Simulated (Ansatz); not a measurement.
Data:

```xyz
2
Lattice="0.0000 2.6783 2.6783 2.6783 0.0000 2.6783 2.6783 2.6783 0.0000" Properties=species:S:1:pos:R:3 pbc="T T T"
Zn     0.0000     0.0000     0.0000
S      1.3391     1.3391     1.3391
```

Computed with PBE with spin-orbit coupling, rigid bands (plane waves, PAW; Ansatz, a quantum-chemistry and plane-wave program). Cell: cell and atoms relaxed with PBEsol.

Task: What conductivity effective mass do dilute electrons have at 300 K?

Result: 0.189 mₑ.

Task: Predict the hole conductivity mass (n e² τ/σ) at 300 K, by direction if it differs.

Result: 0.86 mₑ.

Task: And the band gap?

Result: 2.21 eV at this level; semilocal functionals usually fall short of the measured gap.

Rigid bands, one relaxation time for all states, no polarons. Geometry: cell and atoms relaxed with PBEsol.
